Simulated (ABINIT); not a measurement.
How far to go with the k-point mesh: InP (R3m, 2 atoms in the cell)

```yaml
crystal:
  lattice:
    - [0.00000, 2.92619, 2.92619]
    - [2.92619, 0.00000, 2.92619]
    - [2.92619, 2.92619, 0.00000]
  atoms:
    - { symbol: In, position: [0.00493, 0.00493, 0.00493] }
    - { symbol: P, position: [0.25000, 0.25000, 0.25000] }
```

Computed with LDA (PW92), norm-conserving pseudopotentials (PseudoDojo nc-sr-04 LDA standard) (plane waves; ABINIT).

Base settings: pseudos = [In.upf, P.upf]; ecut = 70 Ry; occopt = 3; tsmear = 0.00073499 Ha; ngkpt = 4 4 4; nshiftk = 1; shiftk = 0 0 0; potentials = PseudoDojo nc-sr-04 LDA standard; nband = 14; kptopt = 1.

The second cell is the first with its lattice scaled by 0.98.

Only quantities that move along the ladder and can be compared are tabulated.

The count of work is k-points × plane waves × bands × iterations; it is no time. Core times come from one kind of shared machine, to one figure; runs under 30 s give none.

The starting cell has typed, rounded lattice constants, without a prior relaxation at this level. Its lattice was rescaled by up to half a per cent. One atom was moved a little off its site on purpose.

| ngkpt | free energy less the last step's (meV/atom) | energy of the compressed cell less the first (meV/atom) | pressure (GPa) | largest difference of a force vector from the last step's (eV/Å) | gap on the mesh (eV) | count of work / last | core time / last (rough) |
|---|---|---|---|---|---|---|---|
| 2 2 2 | 967.97 | 50.72 | 2.96 | 0.032 | 0.296 | 0.0058 | – |
| 3 3 3 | 217.36 | 19.64 | -0.17 | 0.014 | 0.401 | 0.016 | – |
| 4 4 4 | 62.01 | 13.16 | -0.81 | 0.006 | 0.435 | 0.038 | 0.07 |
| 5 5 5 | 20.54 | 11.54 | -0.96 | 0.002 | 0.447 | 0.050 | – |
| 6 6 6 | 7.64 | 11.17 | -0.99 | 0.001 | 0.452 | 0.084 | 0.1 |
| 7 7 7 | 3.12 | 11.14 | -0.99 | 0.001 | 0.455 | 0.13 | 0.09 |
| 8 8 8 | 1.37 | 11.17 | -0.99 | 0.000 | 0.456 | 0.17 | 0.3 |
| 10 10 10 | 0.31 | 11.23 | -0.98 | 0.000 | 0.456 | 0.34 | 0.3 |
| 13 13 13 | 0.04 | 11.28 | -0.97 | 0.000 | 0.457 | 0.61 | 0.8 |
| 15 15 15 | 0.00 | 11.29 | -0.97 | 0.000 | 0.457 | 1.0 | 1 |

Coarsest ngkpt that holds the free energy within 2 meV/atom of the last step, with all finer ones: 8 8 8, at 0.17 of the last step's count of work and about 0.3 of the last step's time; the step before is off by 3.1 meV/atom.

Coarsest ngkpt that holds the energy of the compressed cell less the first within 0.2 meV/atom of the last step, with all finer ones: 6 6 6, at 0.084 of the last step's count of work and about 0.1 of the last step's time; the step before is off by 0.25 meV/atom.

The energy difference between the two cells stays within 1 meV/atom of the last step's from 5 5 5 on, the total only from 10 10 10 on: much of the error is common to both cells and cancels.
